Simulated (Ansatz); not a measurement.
# Converging the k-point mesh: CoAl (P4mm, 2 atoms in the cell)

```yaml
crystal:
  lattice:
    - [2.85142, 0.00000, 0.00000]
    - [0.00000, 2.85142, 0.00000]
    - [0.00000, 0.00000, 2.85142]
  atoms:
    - { symbol: Al, position: [0.50000, 0.50000, 0.51753] }
    - { symbol: Co, position: [0.00000, 0.00000, 0.00000] }
```

Computed with PBEsol, default PAW files made with PBE (plane waves; Ansatz, an electronic-structure program).

Base settings: basis.ecutwfc = 30.9 Ry; kpoints.mp_grid.grid = 12 12 12; hamiltonian.xc = pbesol; hamiltonian.pseudopotentials = {kind: paw} (the program's default PAW files); scf.occupations.method = gaussian; scf.occupations.width = 0.0073 Ry.

The second cell is the first with its lattice scaled by 0.98.

Only quantities that move along the ladder and can be compared are tabulated.

The count of work is k-points × plane waves × bands × iterations; it is no time. 

The starting cell has typed, rounded lattice constants, without a prior relaxation at this level. Its lattice was rescaled by up to half a per cent. One atom was moved a little off its site on purpose. Spin polarisation is off. In the base run, with a pressure of about -5 GPa the cell is away from its equilibrium volume at this level. Ansatz's pressure includes its estimate of the finite-basis (Pulay) stress.

| kpoints.mp_grid.grid | free energy less the last step's (meV/atom) | energy of the compressed cell less the first (meV/atom) | pressure (GPa) | largest difference of a force vector from the last step's (eV/Å) | count of work / last |
|---|---|---|---|---|---|
| 2 2 2 | 207.13 | 39.38 | 2.78 | 0.096 | 0.0019 |
| 3 3 3 | -83.72 | -10.23 | -7.81 | 0.017 | 0.0014 |
| 4 4 4 | 60.27 | 7.97 | -3.76 | 0.001 | 0.0043 |
| 5 5 5 | -6.83 | -0.93 | -5.74 | 0.004 | 0.0043 |
| 6 6 6 | 2.06 | 2.34 | -5.06 | 0.002 | 0.0095 |
| 7 7 7 | -2.15 | 0.28 | -5.51 | 0.001 | 0.0095 |
| 8 8 8 | 2.76 | 1.24 | -5.29 | 0.000 | 0.018 |
| 9 9 9 | -1.62 | 0.87 | -5.37 | 0.000 | 0.018 |
| 10 10 10 | -0.68 | 0.75 | -5.40 | 0.000 | 0.030 |
| 11 11 11 | 0.98 | 1.07 | -5.32 | 0.000 | 0.030 |
| 12 12 12 | 0.12 | 1.07 | -5.32 | 0.000 | 0.047 |
| 13 13 13 | 0.00 | 0.92 | -5.36 | 0.000 | 0.047 |
| 15 15 15 | 0.07 | 0.97 | -5.35 | 0.000 | 0.069 |
| 16 16 16 | 0.16 | 1.00 | -5.34 | 0.000 | 0.096 |
| 18 18 18 | -0.07 | 0.88 | -5.37 | 0.000 | 0.13 |
| 22 22 22 | 0.02 | 0.96 | -5.35 | 0.000 | 0.22 |
| 25 25 25 | 0.00 | 0.96 | -5.35 | 0.000 | 0.28 |
| 28 28 28 | -0.01 | 0.97 | -5.35 | 0.000 | 0.43 |
| 31 31 31 | -0.01 | 0.96 | -5.35 | 0.000 | 0.52 |
| 34 34 34 | 0.00 | 0.96 | -5.35 | 0.000 | 0.73 |
| 38 38 38 | 0.00 | 0.96 | -5.35 | 0.000 | 1.0 |

Coarsest kpoints.mp_grid.grid that holds the energy of the compressed cell less the first within 1 meV/atom of the last step, with all finer ones: 7 7 7, at 0.0095 of the last step's count of work; the step before is off by 1.4 meV/atom.

Coarsest kpoints.mp_grid.grid that holds the pressure within 0.2 GPa of the last step, with all finer ones: 7 7 7, at 0.0095 of the last step's count of work; the step before is off by 0.29 GPa.

Coarsest kpoints.mp_grid.grid that holds the forces within 0.02 eV/Å of the last step, with all finer ones: 3 3 3, at 0.0014 of the last step's count of work; the step before is off by 0.096 eV/Å.

The energy difference between the two cells stays within 1 meV/atom of the last step's from 7 7 7 on, the total only from 10 10 10 on: much of the error is common to both cells and cancels.

Keys are those of Ansatz 0.2.
